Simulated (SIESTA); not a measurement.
Input and output of a self-consistent single point for a (001) slab of TiSb (cut from a parent of space group no. 186; 4 atoms in the cell) (SIESTA).

Method of the run: SIESTA with GGA PBE, numerical atomic orbitals DZP, PseudoDojo PBE standard norm-conserving potentials (rewritten from UPF to PSML).

The change in words: opposed starting moments (1 -1 0 0 μB); Spin: default → polarized; DM.InitSpin: default → [1 +1.00, 2 -1.00, 3 +0.00, 4 +0.00]. Reference geometry:
```
CELL_PARAMETERS angstrom
      4.52650     0.00000     0.00000
     -2.26325     3.92007     0.00000
      0.00000     0.00000    16.63490
ATOMIC_POSITIONS crystal
  Ti 0.66667 0.33333 0.58351
  Ti 0.33333 0.66667 0.36069
  Sb 0.66667 0.33333 0.41649
  Sb 0.33333 0.66667 0.63931
```

Reference input (self-consistent single point, DFT, GGA PBE, numerical atomic orbitals DZP, PseudoDojo PBE standard norm-conserving potentials (rewritten from UPF to PSML)): XC.functional = GGA; XC.authors = PBE; potentials = PseudoDojo PBE standard; PAO.BasisSize = DZP; PAO.EnergyShift = 0.005 Ry; MeshCutoff = 300 Ry; kgrid.MonkhorstPack = 7 7 1; OccupationFunction = FD; ElectronicTemperature = 136 meV; Slab.DipoleCorrection = vacuum; MaxSCFIterations = 150; SCF.Mixer.Method = Pulay. This run's input differs from it in these lines:

```diff
@@ -37,2 +37,9 @@
 Slab.DipoleCorrection        vacuum
+Spin                         polarized
+%block DM.InitSpin
+  1 +1.00
+  2 -1.00
+  3 +0.00
+  4 +0.00
+%endblock DM.InitSpin
```

Output (repeated stretches shortened):

```
        iscf     Eharris(eV)        E_KS(eV)     FreeEng(eV)     dDmax    Ef(eV) dHmax(eV)
   scf:    1    -8127.503113    -8158.987500    -8159.376370  0.864746 -3.591469 23.608394
     spin moment: {S} , |S| = {        0.0        0.0    0.09371 }     0.09371
Dipole moment in unit cell =       0.0000       0.0000      70.2366 D
Electric field for dipole correction =    -0.000000    -0.000000    -8.964334 eV/Ang/e
   scf:    2    -7361.177451    -7936.315215    -7936.835055  0.706754 -4.596401 88.923051
     spin moment: {S} , |S| = {        0.0        0.0   -1.63356 }    -1.63356
   [... lines left out ...]
Electric field for dipole correction =     0.000000     0.000000     0.110791 eV/Ang/e
   scf:   52    -8174.351955    -8174.351936    -8174.723968  0.000088 -4.074650  0.000075
     spin moment: {S} , |S| = {        0.0        0.0   -1.91882 }    -1.91882
Dipole moment in unit cell =      -0.0000      -0.0000      -0.8681 D
Electric field for dipole correction =     0.000000     0.000000     0.110790 eV/Ang/e
   scf:   53    -8174.351934    -8174.351935    -8174.723968  0.000007 -4.074650  0.000068
     spin moment: {S} , |S| = {        0.0        0.0   -1.91883 }    -1.91883
SCF Convergence by DM+H criterion
max |DM_out - DM_in|         :     0.0000073153
max |H_out - H_in|      (eV) :     0.0000678196
SCF cycle converged after 53 iterations

Using DM_out to compute the final energy and forces
Dipole moment in unit cell =      -0.0000      -0.0000      -0.8681 D
Electric field for dipole correction =     0.000000     0.000000     0.110790 eV/Ang/e

siesta: E_KS(eV) =            -8174.3519

siesta: E_KS - E_eggbox =     -8174.3519

siesta: Atomic forces (eV/Ang):
     1   -0.000069    0.000039    0.150431
     2    0.000055   -0.000031    0.553346
     3   -0.000050    0.000028   -0.269310
     4    0.000063   -0.000036   -0.437378
   Tot   -0.000000    0.000001   -0.002912
   Max    0.553346
   Res    0.222233    sqrt( Sum f_i^2 / 3N )
   Max    0.553346    constrained

   [... lines left out ...]
siesta: FreeEng =     -8174.723968
   [... lines left out ...]

siesta: Cell volume =        295.172629 Ang**3

siesta: Pressure (static):
siesta:                Solid            Molecule  Units
siesta:          -0.00007967         -0.00005860  Ry/Bohr**3
siesta:          -0.00731517         -0.00538050  eV/Ang**3
siesta:         -11.72019914         -8.62050380  kBar

siesta: Electric dipole (a.u.)  =   -0.000000   -0.000000   -0.341519
siesta: Electric dipole (Debye) =   -0.000000   -0.000000   -0.868055
```

The run converged in 53 iterations. Against the reference run the free energy falls by 68.3 meV/atom, the largest force goes from 0.701 to 0.553 eV/Å and a net moment of 0.48 μB/atom forms.

The starting cell was generated: these elements placed on a structure prototype, without a prior relaxation; it need not be a known phase or ordering of this composition. The slab is cut from that crystal, and its faces are unrelaxed. Values carry the incompleteness of an atom-centred basis.

Cost on one core of a shared machine: roughly 2 min.
